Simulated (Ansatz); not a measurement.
Worked example: relaxation of cell and atoms of TaOs₃ (Pm-3m, 4 atoms in the cell) in Ansatz (a first-principles code).

Computed with LDA (PW92), default PAW files made with PBE (plane waves; Ansatz).

The change in words: atoms on their sites; basis.ecutwfc: 420 eV → 295 eV; relax: default → cell and atoms. Reference geometry:
```
CELL_PARAMETERS angstrom
      3.90322     0.00000     0.00000
      0.00000     3.90322     0.00000
      0.00000     0.00000     3.90322
ATOMIC_POSITIONS crystal
  Ta 0.00000 0.00000 0.01281
  Os 0.00000 0.50000 0.50000
  Os 0.50000 0.00000 0.50000
  Os 0.50000 0.50000 0.00000
```

Reference input (self-consistent single point, DFT, LDA (PW92), plane waves, default PAW files made with PBE): basis.ecutwfc = 420 eV; kpoints.mp_grid.grid = 7 7 7; hamiltonian.xc = lda; hamiltonian.pseudopotentials = {kind: paw} (the program's default PAW files); scf.occupations.method = gaussian; scf.occupations.width = 0.1 eV. This run's input differs from it in these lines:

Ansatz 0.2 input:
```diff
@@ -6,3 +6,3 @@
   atoms:
-    - { symbol: Ta, position: [0.00000000, 0.00000000, 0.01281000] }
+    - { symbol: Ta, position: [0.00000000, 0.00000000, 0.00000000] }
     - { symbol: Os, position: [0.00000000, 0.50000000, 0.50000000] }
@@ -11,3 +11,3 @@
 basis:
-  ecutwfc: 420.0
+  ecutwfc: 295.0
 kpoints:
@@ -23,2 +23,4 @@
     width: 0.1
+relax:
+  cell: {}
 output:
```

The program printed (abridged):

```
   [... SCF lines of the steps left out ...]
relax step   1: F+E_penalty+E_count = -43038.01110801 eV  Δ(F+E_penalty+E_count) = +0.000e0 eV  max|allowed force component| = 4.043e-29 eV/Å  Δτ_max = 0.0000 Å  P = -9.735 GPa  Ω = 59.466 Å³  (6 SCF iters, dr2 threshold 1.00e-7 eV, accepted)
relax step   2: F+E_penalty+E_count = -43038.01616015 eV  Δ(F+E_penalty+E_count) = -5.052e-3 eV  max|allowed force component| = 3.418e-29 eV/Å  Δτ_max = 0.0000 Å  P = +40.024 GPa  Ω = 53.882 Å³  energy of the carried Pulay correction = +4.780e-1 eV  [...]
   [... lines left out ...]
relax step   9: F+E_penalty+E_count = -43038.06535176 eV  Δ(F+E_penalty+E_count) = -3.571e-3 eV  max|allowed force component| = 1.538e-29 eV/Å  Δτ_max = 0.0000 Å  P = -0.020 GPa  Ω = 57.835 Å³  energy of the carried Pulay correction = +3.525e-3 eV  [...]
relax step  10: F+E_penalty+E_count = -43038.06535176 eV  Δ(F+E_penalty+E_count) = +7.276e-12 eV  max|allowed force component| = 1.499e-29 eV/Å  Δτ_max = 0.0000 Å  P = -0.041 GPa  Ω = 57.835 Å³  stress off target by 4.09e-2 GPa  SCF on the basis [...]
basis re-selected at this cell: Δ(F+E_penalty+E_count) = +7.276e-12 eV, ΔP = -0.021 GPa vs the last step
the relaxation is at rest under the 48 symmetry operations that the run kept from its start: a minimum is not shown …
Stability not checked: this state was not tested for a lower state beside it, because too few of the mixer's solves of this state at the end of the SCF gave a …
Free energy (F): -43038.065352 eV
Internal energy: -43038.048265 eV  (E = F + TS)
   [... lines left out ...]
Fermi energy:    24.145075 eV
  cell:  # Å, volume = 57.8355 Å³
   [... lines left out ...]
    - [1.7333369499485123e-33, 3.867213273178918, 0.0]
    - [1.925929944387236e-34, 0.0, 3.867213273178918]
  atoms:
    - { symbol: Ta, position: [1.533858015002086e-47, 8.998633688012238e-48, 6.953489668009459e-48] }
    - { symbol: Os, position: [1.3192766609015078e-47, 0.5, 0.5] }
    - { symbol: Os, position: [0.5, -1.133252237079091e-47, 0.5] }
    - { symbol: Os, position: [0.5, 0.5, -2.6286640923756744e-48] }
```

The run converged.  The full log also holds: “iter 5 did not close the SCF: its close was put off for the readings that it lacked (scf_convergence_deferred on its scf_iter line)”. The full log also holds: “iter 3 did not close the SCF: its close was put off for the readings that it lacked (scf_convergence_deferred on its scf_iter line)”.

Summary of the result:
Free energy E − TS (on the zero of these files): -43038.0654 eV
Fermi level (on the code's own zero): 24.15 eV
Pressure: -0.04 GPa
Final cell: a = b = c = 3.8672 Å, α = β = γ = 90.00°
Final volume per atom: 14.46 Å³
Relaxation steps: 10

The starting cell comes from a database of computed structures (which also holds hypothetical and non-ambient phases and stackings), without a prior relaxation at this level. Its lattice was rescaled by up to half a per cent. Spin polarisation is off. The relaxation keeps the symmetry of its start, so its end need not be a minimum. Ansatz's pressure includes its estimate of the finite-basis (Pulay) stress. Without the estimate this run gives -13.02 GPa. The cutoff lies below the one recommended for these files.
